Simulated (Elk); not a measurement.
Elk run on W (Im-3m, 1 atom in the cell): self-consistent single point

Method of the run: PBE, all-electron FP-LAPW, Elk's shipped species files, APW+lo basis with extra local orbitals (Elk).

Input:

```
tasks
  0

xctype
  20

rgkmax
  7.5

gmaxvr
  14.0

nxlo
  2

lorbcnd
  .true.

rmtscf
  0.87

lmaxi
  2

swidth
  0.00499791

maxscl
  100

avec
   -2.9955182637    2.9955182637    2.9955182637
    2.9955182637   -2.9955182637    2.9955182637
    2.9955182637    2.9955182637   -2.9955182637

sppath
  './'

atoms
  1
  'W.in'
  1
  0.0000000000  0.0000000000  0.0000000000    0.0 0.0 0.0

ngridk
  19 19 19
```

Output (repeated stretches shortened):

```
│ Elk code version 10.2.4 │

All units are atomic (Hartree, Bohr, etc.)

│ Ground-state run starting from atomic densities │

Lattice vectors :
  -2.995518264       2.995518264       2.995518264
   2.995518264      -2.995518264       2.995518264
   2.995518264       2.995518264      -2.995518264

Unit cell volume      :    107.5166952
Brillouin zone volume :    2.307085546

Muffin-tin inner radius fraction :   0.1000000000E-01

Nuclei treated as point charges

Species :    1 (W)
 parameters loaded from : W.in
 name : tungsten
 nuclear charge    :   -74.00000000
 electronic charge :    74.00000000
 atomic mass :    335119.8190
 muffin-tin radius :    2.436000000
 number of radial points in muffin-tin :    697
 atomic positions (lattice), magnetic fields (Cartesian) :
   1 :   0.00000000  0.00000000  0.00000000    0.00000000  0.00000000  0.00000000

Total number of atoms per unit cell :    1

Spin treatment :
 spin-unpolarised

Number of Bravais lattice symmetries :   48
Number of crystal symmetries         :   48
Crystal has inversion symmetry
Real symmetric eigensolver will be used

k-point grid :     19    19    19
k-point offset :    0.000000000       0.000000000       0.000000000
k-point set is reduced with full crystal symmetry group
Total number of k-points :      220

Muffin-tin radius times maximum |G+k| :    7.500000000
 using average radius
Maximum |G+k| for APW functions       :    3.078817734
Maximum (1/2)|G+k|²                   :    4.739559320
Maximum |G| for potential and density :    14.00000000
 potential will be trimmed for |G| > 2 gkmax
Constant for pseudocharge density :    9
Radial integration step length :    4

G-vector grid sizes :     24    24    24
Number of G-vectors :     5017

Maximum angular momentum used for
 APW functions                      :    8
 outer part of muffin-tin           :    6
 inner part of muffin-tin           :    2

Total nuclear charge    :   -74.00000000
Total core charge       :    46.00000000
Total valence charge    :    28.00000000
Total excess charge     :    0.000000000
Total electronic charge :    74.00000000

Effective Wigner radius, rₛ :   0.7026167937

Number of empty states         :    4
Total number of valence states :   18
Total number of core states    :   46

Conduction state local-orbitals added automatically
Total number of local-orbitals :  101

Exchange-correlation functional :     20     0     0
 Perdew-Burke-Ernzerhof, Phys. Rev. Lett. 77, 3865 (1996)
 gradient requirement :    1
 generalised gradient approximation (GGA)

Smearing type :    3
 Fermi-Dirac
Smearing width :   0.4997910000E-02
Effective electronic temperature (K) :    1578.215154

Mixing type :    3
 Broyden mixing, J. Phys. A: Math. Gen. 17, L317 (1984)

Kohn-Sham potential initialised from atomic data

│ Self-consistent loop started │
│ Loop number : 1 │
 total energy                :     -16165.5904859
│ Loop number : 2 │
 total energy                :     -16165.8082774
RMS change in Kohn-Sham potential (target) :   0.1644705428     (  0.1000000000E-05)
Absolute change in total energy (target)   :   0.2177914776     (  0.1000000000E-03)
│ Loop number : 3 │
 total energy                :     -16166.0656385
RMS change in Kohn-Sham potential (target) :   0.1567832096     (  0.1000000000E-05)
Absolute change in total energy (target)   :   0.3118090076     (  0.1000000000E-03)
│ Loop number : 4 │
 total energy                :     -16166.1683626
RMS change in Kohn-Sham potential (target) :   0.1294263228     (  0.1000000000E-05)
Absolute change in total energy (target)   :   0.1806762935     (  0.1000000000E-03)
│ Loop number : 5 │
 total energy                :     -16166.2683722
RMS change in Kohn-Sham potential (target) :   0.5860284318E-01 (  0.1000000000E-05)
Absolute change in total energy (target)   :   0.1451786465     (  0.1000000000E-03)
│ Loop number : 6 │
 total energy                :     -16166.2930138
RMS change in Kohn-Sham potential (target) :   0.1803893213E-01 (  0.1000000000E-05)
Absolute change in total energy (target)   :   0.6093625323E-01 (  0.1000000000E-03)
│ Loop number : 7 │
 total energy                :     -16166.2997336
RMS change in Kohn-Sham potential (target) :   0.2982620364E-03 (  0.1000000000E-05)
Absolute change in total energy (target)   :   0.2195393139E-01 (  0.1000000000E-03)
│ Loop number : 8 │
 total energy                :     -16166.2640637
RMS change in Kohn-Sham potential (target) :   0.7709450744E-04 (  0.1000000000E-05)
Absolute change in total energy (target)   :   0.3018140906E-01 (  0.1000000000E-03)
│ Loop number : 9 │
 total energy                :     -16166.2559387
RMS change in Kohn-Sham potential (target) :   0.3086123863E-04 (  0.1000000000E-05)
Absolute change in total energy (target)   :   0.1567038576E-01 (  0.1000000000E-03)
│ Loop number : 10 │
 total energy                :     -16166.2546499
RMS change in Kohn-Sham potential (target) :   0.1192105497E-04 (  0.1000000000E-05)
Absolute change in total energy (target)   :   0.5206380130E-02 (  0.1000000000E-03)
│ Loop number : 11 │
 total energy                :     -16166.2538065
RMS change in Kohn-Sham potential (target) :   0.1737148347E-04 (  0.1000000000E-05)
Absolute change in total energy (target)   :   0.2145026974E-02 (  0.1000000000E-03)
│ Loop number : 12 │
 total energy                :     -16166.2539125
RMS change in Kohn-Sham potential (target) :   0.1375702571E-04 (  0.1000000000E-05)
Absolute change in total energy (target)   :   0.4301875852E-03 (  0.1000000000E-03)
│ Loop number : 13 │
 total energy                :     -16166.2543646
RMS change in Kohn-Sham potential (target) :   0.1626749175E-05 (  0.1000000000E-05)
Absolute change in total energy (target)   :   0.3445093535E-03 (  0.1000000000E-03)
│ Loop number : 14 │
 total energy                :     -16166.2544323
RMS change in Kohn-Sham potential (target) :   0.6454858691E-07 (  0.1000000000E-05)
Absolute change in total energy (target)   :   0.1537774588E-03 (  0.1000000000E-03)
│ Loop number : 15 │
 total energy                :     -16166.2544362
RMS change in Kohn-Sham potential (target) :   0.4056911109E-07 (  0.1000000000E-05)
Absolute change in total energy (target)   :   0.4239402915E-04 (  0.1000000000E-03)
Convergence targets achieved

│ Loop number : 16 │

Energies :
 Fermi                       :     0.546541856921
 sum of eigenvalues          :     -9887.16353982
 electron kinetic            :      18214.0758695
 core electron kinetic       :      17573.6942906
 Coulomb                     :     -34054.8180174
 Coulomb potential           :     -27675.4781257
 nuclear-nuclear             :     -1319.56198627
 electron-nuclear            :     -37795.0339365
 Hartree                     :      5059.77790540
 Madelung                    :     -20217.0789545
 xc potential                :     -425.761283596
 exchange                    :     -321.026983463
 correlation                 :     -4.48428133601
 electron entropic           :    -0.102372303375E-02
 total energy                :     -16166.2544364

Density of states at Fermi energy :    12.09847799
 (states/Hartree/unit cell)

Estimated indirect band gap :   0.2228416843E-02
 from k-point    178 to k-point     18
Estimated direct band gap   :   0.9522022752E-02
 at k-point    193

Charges :
 core                        :    46.00000000
 valence                     :    28.00000000
 interstitial                :    2.187114264
 muffin-tins (core leakage)
  species :    1 (W)
   atom    1                 :    71.81288574     (  0.1659000851E-05)
 total in muffin-tins        :    71.81288574
 total calculated charge     :    73.99729772
 total charge                :    74.00000000
 error                       :   0.2702282136E-02

│ Self-consistent loop stopped │
```

The run converged in 16 iterations. The count includes the last loop, which Elk runs after its targets are met.

The starting cell comes from a database of computed structures (which also holds hypothetical and non-ambient phases and stackings), without a prior relaxation at this level. Spin-orbit coupling is off. Spin polarisation is off. Values depend on the basis (sphere radii, cutoffs, local orbitals), which need not be converged. The log's line on a gap gives a spacing of levels on this mesh, which the program prints for metals too.

Cost on one core of a shared machine: roughly 30 s.
